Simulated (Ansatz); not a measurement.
Surface dipole against coverage: Li on fcc Pd (111)

One Li atom in each cell of a four-layer slab of fcc Pd (111), started at a threefold hollow (fcc) site; the adatom and the upper two layers relax, with a dipole correction. Δφ is the change of the top face's work function against the clean slab's 5.24 eV. By the Helmholtz relation an adatom's dipole is μ = |Δφ|/(0.377 eV × n) in debye, for n adatoms per nm². In Topping's model neighbouring dipoles depolarise each other, so that 1/μ = (1 + 9α·n^(3/2))/μ0 is a line in x = n^(3/2). These are PBE (plane waves to 420 eV, PAW; Ansatz, an electronic-structure program) values and carry that method's errors. All cells sample the k points of the 1×1 cell's 12×12×1 mesh, with Fermi-Dirac smearing of 0.1 eV (energies taken to zero smearing), without spin polarisation or spin-orbit coupling.

| cell | x (nm⁻³) | 1/μ (1/D) | n (nm⁻²) | Δφ (eV) |
|---|---|---|---|---|
| 4×3 | 1.38 | 0.403 | 1.24 | -1.16 |
| 3×3 | 2.12 | 0.414 | 1.65 | -1.50 |
| 4×2 | 2.54 | 0.435 | 1.86 | -1.61 |
| 3×2 | 3.88 | 0.458 | 2.47 | -2.03 |
| 2×2 | 7.15 | ? | 3.71 | ? |

Question: Using a straight line, estimate the missing 1/μ at x = 7.15 from the other rows, showing the fit.

Answer: With u = x - 2.5, the rows have u = -1.1200, -0.3800, 0.0400, 1.3800. Means: u -0.020000, 1/μ 0.4275. About the means, the sum of products is 0.074960 and the sum of squares of u is 3.3032; the slope is their ratio. Least squares gives 1/μ = 0.4280 + 0.02269·u. Residuals (row less fit): 0.0004, -0.0054, 0.0061, -0.0013; standard error 0.0058 (degrees of freedom: 2). At x = 0 the line gives 1/μ0 = 0.371, so a lone adatom carries about 2.7 D, its positive end outward; slope over intercept is 9α, which puts α at roughly 6.8 Å³, a figure that hangs on Δφ's last digit. At the withheld row, u = 4.6500, so 1/μ = 0.4280 + 0.02269 × 4.6500 = 0.5335 1/D. The calculation gives 0.529 1/D, 0.0045 1/D below the prediction (3.6 % of the range of 1/μ in the table). The row lies outside the fitted rows, so this is an extrapolation.

The model takes a square or triangular net of point dipoles; the 4×2, 3×2 and 4×3 nets are stretched, and dense layers bond among themselves. Chains in 3×1 and 2×1 cells were run too and aren't shown. Only series are tabulated where Δφ keeps its sign and exceeds 0.12 eV, and the fitted rows scatter about the line by under a tenth of the table's range (standard error).

As a change of work function, the prediction is 0.377 × 3.71/0.534 = 2.62 eV in size, against 2.64 eV from the run.

Each row is one calculation, so residuals can be the form's limits or numerical noise.
